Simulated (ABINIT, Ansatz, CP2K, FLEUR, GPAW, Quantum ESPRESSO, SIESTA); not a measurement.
**Code comparison for SrAsPt (P6_3/mmc, 6 atoms in the cell)**

Self-consistent single point, at a second geometry (lattice scaled by 0.98). First geometry:

```yaml
crystal:
  lattice:
    - [4.28518, 0.00000, 0.00000]
    - [-2.14259, 3.71108, 0.00000]
    - [0.00000, 0.00000, 9.12241]
  atoms:
    - { symbol: Sr, position: [0.00000, 0.00000, 0.50000] }
    - { symbol: Sr, position: [0.00000, 0.00000, 0.00000] }
    - { symbol: As, position: [0.33333, 0.66667, 0.75000] }
    - { symbol: As, position: [0.66667, 0.33333, 0.25000] }
    - { symbol: Pt, position: [0.33333, 0.66667, 0.25000] }
    - { symbol: Pt, position: [0.66667, 0.33333, 0.75000] }
```

Shared settings, as Ansatz (a program for electronic structure) writes them: kpoints.mp_grid.grid = 7 7 3; scf.occupations.method = fermi_dirac; scf.occupations.width = 0.1 eV. Potentials and cutoffs stand in the table.

```csv
code,model,ΔF from the first geometry (meV/atom),pressure (GPa),cutoff
Ansatz,"LDA (PW92), PAW files made with PBE",-28.9,-0.76,420 eV
ABINIT,"LDA (PW92), norm-conserving pseudopotentials (PseudoDojo nc-sr-04 LDA standard)",-29.1,-0.77,42 Ha
Quantum ESPRESSO,"LDA (PZ), GBRV 1.5 ultrasoft (LDA) pseudopotentials",-25.4,-0.56,40 Ry
CP2K,"LDA (Pade form), GPW, DZVP-MOLOPT-SR-GTH basis, GTH-PADE potentials (GTH_POTENTIALS)",-75.7,-6.57,grid 500 Ry
GPAW,"LDA (Perdew-Wang 92), GPAW PAW datasets LDA (gpaw-data 1.0.1)",-25.4,-0.37,550 eV
SIESTA,"LDA PW92, numerical atomic orbitals DZP, PseudoDojo LDA standard norm-conserving potentials (rewritten from UPF to PSML)",3.9,3.58,grid 350 Ry
FLEUR,"LDA (Vosko-Wilk-Nusair), all-electron FLAPW (FLEUR), scalar-relativistic valence",-26.3,–,Kmax 3.8 1/bohr
```

A dash marks a value that a program does not give, or that is left out as unsure.

On Ansatz's run: spin-orbit coupling is off. Spin polarisation is off.

The spread over the programs that give each value: ΔF from the first geometry within 79.6 meV/atom; pressure within 10.15 GPa.

CP2K and SIESTA use small atom-centred bases, whose incompleteness enters pressures, forces and empty levels differently from a plane-wave cutoff. FLEUR treats all electrons, but the usual bases taken here (sphere radii, linearisation, local orbitals, empty states) were not tested for convergence, so the values are no reference for the others. Ansatz's pressure is given at a fixed set of plane waves, as the other plane-wave codes print theirs. The same LDA comes in different parametrisations, which differ slightly. In the pressure, CP2K (by 5.91) and SIESTA (by 4.24) lie more than 1 GPa from the median of the plane-wave programs.

The starting cell comes from a database of computed structures (which also holds hypothetical and non-ambient phases and stackings), without a prior relaxation at this level. Its lattice was rescaled by a random factor within 2.5 % of one. For this run, on top of that: lattice scaled by 0.98.

Keys are those of Ansatz 0.2.
